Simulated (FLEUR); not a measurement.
**Equation of state of hcp Re (space group 194): energy against volume (FLEUR, PBE)**

```
Re
1.0
    2.71093     0.00000     0.00000
   -1.35546     2.34773     0.00000
    0.00000     0.00000     4.38070
Re
2
Direct
  0.66667   0.33333   0.75000
  0.33333   0.66667   0.25000
```

Level of theory: PBE, all-electron FLAPW (FLEUR), scalar-relativistic valence in FLEUR. Settings: Kmax = 4.79 1/bohr; GmaxXC = 14.4 1/bohr; xcFunctional = pbe; jspins = 1; l_soc = F; mode = hist; fermiSmearingEnergy = 0.00183747 Htr; mesh (inpgen div1-3) = 24 24 13; inpgen gamma flag = true; Gmax = 14.4 1/bohr; numbands = 0; maxIterBroyd = 25; imix = Anderson; alpha = 0.05; precondParam = 0; minDistance = 1e-05 me/bohr^3. The cell above is the first row's. The rows scale it uniformly. In all rows fractional positions and the k mesh are held. E is the free energy at the stated smearing, counted from the lowest row.

| V (Å^3/atom) | E (meV/atom) |
|---|---|
| 13.9405 | ? |
| 14.2436 | 44.65 |
| 14.5466 | 14.13 |
| 14.8497 | 0.00 |
| 15.1527 | 0.55 |
| 15.4558 | 14.25 |
| 15.7588 | 39.71 |
| 16.0619 | 75.69 |
| 16.3649 | 121.05 |

Problem. Using the third-order Birch-Murnaghan form, a cubic in V^(-2/3), estimate the missing E at V = 13.9405 from the other rows, showing the fit.

Solution. With u = V^(-2/3) - 0.162, the rows have u = 0.008185, 0.005813, 0.003522, 0.001308, -0.000834, -0.002907, -0.004915, -0.006860. Least squares gives E = 7.393 - 7060.77·u + 1400984·u² + 2182285·u³. Residuals (row less fit): -0.005, 0.012, 0.001, -0.009, -0.005, 0.006, 0.009, -0.005; standard error 0.010 (degrees of freedom: 4). Its minimum lies at u = 0.002505, so V0 = (0.164505)^(-3/2) = 14.99. There d²E/du² = 2835000 and d³E/du³ = 1.309e7, so B0 = (4/9) × 14.99^(-7/3) × 2835000 × 0.160218 = 364 GPa (the last factor turns the table's units into GPa), and B0' = 4 + (2/3) × 0.164505 × (1.309e7)/2835000 = 4.5. At the withheld row, u = 0.010643, so E = 7.393 - 7060.77 × 0.010643 + 1400984 × 0.010643² + 2182285 × 0.010643³ = 93.570 meV/atom. The calculation gives 93.47 meV/atom, 0.100 meV/atom below the prediction (0.1 % of the range of E in the table). The row lies outside the fitted rows, so this is an extrapolation. From the scatter of the fitted rows alone, a prediction at this place has a standard error of 0.030 meV/atom, so the miss is 3.3 times that.

Carrying the step between the two nearest rows on in a straight line would have given 75.18, off by 18.29; series whose last step already gives the withheld value aren't shown. The scan was laid around a cell of about the measured size, scaled by a guess for this functional; axis ratios and inner coordinates come from that cell. The runs keep the symmetry of the cell, so they don't test it for distortions. Spin polarisation is off. Values depend on the basis (sphere radii, cutoffs, local orbitals), which need not be converged. Spin-orbit coupling is off. The shape of the cell and the inner coordinates aren't relaxed, so V0 and B0 belong to this uniform scaling; a relaxed crystal lies no higher in energy and is usually softer. Cutoffs and mesh are single choices, not tested for convergence of this quantity. Series with a scatter that would blur these digits, or in which a gap closes, are not shown. Nor are scans whose minimum lies at an end fitted in this form.

Terms beyond the fitted order, or numerical noise in single rows, can give a miss of this size; the table doesn't tell which.
